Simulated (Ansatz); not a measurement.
The starting structures come from a database of crystals and need not be the phases stable at ambient conditions.

The decay constant κ of evanescent states in the gap governs leakage through a thin film.

Here is the system:

```xyz
18
Lattice="6.1868 0.0000 0.0000 -0.1255 7.0402 0.0000 0.1255 -2.1640 6.6994" Properties=species:S:1:pos:R:3 pbc="T T T"
K      4.2299    -0.7075     5.6393
K      1.9570     5.5838     1.0601
K      1.6085     1.5034     4.0301
K      4.5784     3.3729     2.6693
Al     5.3225     2.7435     6.1924
Al     0.8643     2.1328     0.5070
Al     0.8643     5.0494     4.5141
Al     5.3225    -0.1731     2.1854
O     -0.0628     3.5201     0.0000
O      0.0628    -1.0820     3.3497
O      1.5375    -1.0401     5.8814
O      4.6494     5.9164     0.8180
O      0.0000     3.5980     4.9432
O      0.0000     1.2783     1.7563
F      3.8318     2.1312     5.4701
F      2.3550     2.7451     1.2293
F      2.3550     4.5502     3.7093
F      3.8318     0.3261     2.9901
```

Space group of this cell: C2/m. The cell is taken as given; by r2SCAN its mean pressure is -3.3 GPa.

Transport runs along the normal of the first two printed cell vectors.

The gap is the functional's own, uncorrected, and κ follows it; spin-orbit coupling is left out. Mid-gap values are interpolated between the computed energies.

Task: Give the band gap and the smallest decay constant κ at mid-gap that r2SCAN in Ansatz (a quantum-chemistry and plane-wave program) yields.

Result: Gap 4.63 eV on a 6×6×6 mesh; κ = 0.458 1/Å, at the zone centre.
